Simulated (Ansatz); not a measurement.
Seebeck coefficient (μV/K, mean over directions) of p-type monolayer SnS against carrier density, Ansatz (an electronic-structure program) with PBE, rigid bands. Computed gap 1.50 eV; densities at which minority carriers matter at this gap, or further valleys turn the trend, are left out. Conductivity mass 0.28 mₑ (harmonic mean over directions), N_v = 5.9e12 cm⁻² at 300 K.

```
hole density  300 K  500 K
------------  -----  -----
1.9e9 cm⁻²      861    917
1.9e10 cm⁻²       …      …
1.9e11 cm⁻²     465    521
5.7e11 cm⁻²     370    426
1.9e12 cm⁻²     267    323
5.7e12 cm⁻²     174    231
1.9e13 cm⁻²       …    141
5.7e13 cm⁻²      51     93
```

Fill in the missing entries.


- 1.9e10 cm⁻², 300 K: 663
- 1.9e10 cm⁻², 500 K: 719
- 1.9e13 cm⁻², 300 K: 85

Rigid bands with a gap fixed in temperature, one relaxation time for all states, no polarons or phonon drag, and whether or not such doping can be reached. Spin-orbit coupling is left out; where it splits the top of the valence band, N_v and the p-type Seebeck coefficient come out somewhat high without it.
